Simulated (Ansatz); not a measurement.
An Ansatz (a program for electronic structure) run: a single point on Mo with a change (pressure 15 GPa), its geometry relaxed with PBE; r2SCAN (Ansatz), no spin-orbit coupling, earlier PAW set.

Input:

Ansatz 0.2 input:
```yaml
crystal:
  lattice:
    - [-1.5533227689, 1.5533227689, 1.5533227689]
    - [1.5533227689, -1.5533227689, 1.5533227689]
    - [1.5533227689, 1.5533227689, -1.5533227689]
  atoms:
    - { symbol: Mo, position: [0, 0, 0] }
basis: { ecutwfc: 500, ecutrho_ratio: 4, xc_grid: 4, fft_grid_basis: typed }
kpoints: { mp_grid: { grid: [21, 21, 21] } }
hamiltonian:
  xc: r2scan
  dispersion: none
  pseudopotentials: { azcp: { folder: ./paw }, kind: paw }
scf: { occupations: { method: fermi_dirac, width: 0.05 }, convergence: { dr2_threshold: 0.0000000001 } }
output: { forces: true, stress: true }
checkpoint: { write: state.ck, write_every: 1000 }
```

Output:

```
WARN ansatz: RAYON_NUM_THREADS=2 ignored (pool sized by the plan → 2); use --threads N
Pseudopotentials: kind: paw
Pseudopotential: Mo, paw, valence charge 14
Functional definition: r2SCAN
Crystal: 1 atoms, lattice volume = 14.992 Å³
Basis set: ecut = 500 eV, 381 PW (Γ), exchange–correlation on 80×80×80 points (64 copies of the dense FFT grid, shifted against one another)
Bands: 11, of which v1, the nominal top of the filled ones, is band 7 counted from 1 (6 counted from 0)
Symmetry: 48 space group operations
Space group: Im-3m (ITA 229), of the structure as read, at distance tolerance 2.5e-5 Å
k-points: 286 of 9261
PAW frozen core: Mo, regenerated for the run's functional
Initial density: superposition of atomic densities (chi_scale 0.1, normalization cell)
Initial wavefunctions: pseudopotential atomic-orbital guess
Eigensolver: davidson
Functional: x = r2scan, c = r2scan; τ floored in thin density (d = 2e-4 eV/Å³)
SCF iter   1: F=—  HF=-4968.012108 eV  |F-HF|=—  |Δ(HF+E_count)|=         —  Δρ=1.04e-1  dr2=1.61e0  dr2_τ=3.65e-2  ethr=3.10e-3  ⟨swp⟩=5.2  Hψ=18570  notcnv=0
all-band conjugate gradients solve this SCF's bands
preconditioner: auto → none
SCF iter   2: F=—  HF=-4967.569778 eV  |F-HF|=—  |Δ(HF+E_count)|=   4.42e-1  Δρ=3.27e-2  dr2=6.34e-2  dr2_τ=5.05e-2  ethr=3.10e-3  ⟨swp⟩=2.0  Hψ=8335  notcnv=0  defer=9
SCF iter   3: F=—  HF=-4967.595644 eV  |F-HF|=—  |Δ(HF+E_count)|=   2.59e-2  Δρ=1.43e-2  dr2=1.02e-2  dr2_τ=1.20e-3  ethr=4.53e-4  ⟨swp⟩=2.0  Hψ=4240  notcnv=0  defer=9
SCF iter   4: F=—  HF=-4967.601127 eV  |F-HF|=—  |Δ(HF+E_count)|=   5.48e-3  Δρ=8.36e-4  dr2=3.87e-5  dr2_τ=3.37e-6  ethr=7.27e-5  ⟨swp⟩=3.0  Hψ=6107  notcnv=0  defer=9
SCF iter   5: F=—  HF=-4967.601159 eV  |F-HF|=—  |Δ(HF+E_count)|=   3.24e-5  Δρ=1.25e-4  dr2=2.18e-6  dr2_τ=3.27e-7  ethr=2.77e-7  ⟨swp⟩=2.9  Hψ=5195  notcnv=0  defer=9
SCF iter   6: F=—  HF=-4967.601157 eV  |F-HF|=—  |Δ(HF+E_count)|=   2.16e-6  Δρ=1.87e-5  dr2=4.25e-8  dr2_τ=1.40e-9  ethr=1.56e-8  ⟨swp⟩=2.9  Hψ=5097  notcnv=0  defer=9
SCF iter   7: F=—  HF=-4967.601157 eV  |F-HF|=—  |Δ(HF+E_count)|=   1.91e-7  Δρ=1.06e-6  dr2=5.77e-11  dr2_τ=4.28e-11  ethr=1.00e-12  ⟨swp⟩=3.5  Hψ=13452  notcnv=0
SCF iter   8: F=-4967.601157 eV  HF=-4967.601157 eV  |F-HF|=2.73e-12  |Δ(HF+E_count)|=  4.09e-11  Δρ=4.36e-8  dr2=2.10e-13  dr2_τ=4.11e-14  ethr=1.00e-12  ⟨swp⟩=2.4  Hψ=10385  notcnv=0
SCF 1 converged in 8 iterations: F = -4967.601157 eV  dr2 = 2.10e-13
SCF converged after 8 iterations
Free energy (F): -4967.601157 eV
Harris-Foulkes:  -4967.601157 eV  (|F-HF|=2.73e-12)
Internal energy: -4967.595731 eV  (E = F + TS)
E sigma→0 (E₀):  -4967.598444 eV
Entropy (-TS):   -0.005426 eV (-5.426 meV/atom)
Fermi energy:    22.121449 eV
--- Per-component energies (eV) ---
  E_band       = -53.938927
  E_kinetic    = 423.340923
  E_local      = -737.664160  (includes V_loc(G=0)·N_el)
  E_nonlocal   = 147.978664
  E_hartree    = 252.078881
  E_xc         = -171.602391
  E_vxc        = -246.650013  (∫ρ·V_xc dr)
  E_paw        = -3228.418036  (= ΣΔE_a)
  E_vpaw       = -161.527540  (= ΣTr[D̂ρ^β])
  E_aug_tail   = 0.000024  (compensation charges beyond the density's cutoff)
  E_vtau       = 16.425425  (kinetic-family band-sum trace: ∫τ·v_τ [+ j·A + Jᵃ·Aᵃ] dr)
  E_ewald      = -1653.088434
  E_core_change = -0.221201  (= ΣΔE_core)
  E_smearing   = -0.005426  (= −TS)
  E_closure    = 0.000000  (closes the sum)
  Σ components = -4967.601157   (vs F -4967.601157, Δ=0.00e0)
  [band-id]    e_kinetic+e_local+e_nonlocal+2·e_hartree+e_vxc+e_vpaw+e_augmentation_tail+e_vtau = -53.938916   (vs E_band -53.938927, Δ=1.09e-5)
--- Forces (eV/Å), atoms counted from 1 ---
  atom   1  Mo    -0.00000000     0.00000000     0.00000000
  max |Σ_I F_I| component: 3.70e-32 eV/Å
--- Stress (GPa, compression-positive) ---
       12.583477       0.000000      -0.000000
        0.000000      12.583477       0.000000
        0.000000       0.000000      12.583477
  P = ⅓ Tr σ = 12.5835 GPa (125.835 kbar)
  The stress holds the Pulay correction. Without it, at fixed plane waves, as pw.x and ABINIT print it: P = 12.5460 GPa
  The stress includes an estimate of the error left by incomplete SCF convergence (largest component -0.0001 GPa).
--- Band table ---
  band table: none
```

Single points use the geometry relaxed with PBE. Load acts through the strain it causes; cell and atoms are relaxed under it. Stability against distortions was not tested. Competing high-pressure phases were not computed. All final runs are without spin polarisation. The cell was made from Mo in the bcc (W type) structure (space group Im-3m, No. 229) by this change: pressure 15 GPa.
